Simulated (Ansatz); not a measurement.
Question: Name crystals whose hole conductivity mass lies between 0.67 and 1.05 mₑ and whose electron conductivity mass lies between 0.143 and 0.22 mₑ, by Ansatz (a quantum-chemistry and plane-wave program) with PBEsol with spin-orbit coupling, rigid bands.

Answer: Many crystals can fit; among those computed here:
- AgI (F-43m): 0.71 mₑ, 0.159 mₑ
- ZnS (F-43m): 0.84 mₑ, 0.179 mₑ
- CuI (P6_3mc): 0.76 mₑ, 0.151 mₑ

Masses are for dilute carriers at 300 K, harmonic means over directions unless an axis is named.

Formula and space group known from diffraction (Crystallography Open Database), not checked to be the room-temperature form: CuI (P6_3mc).
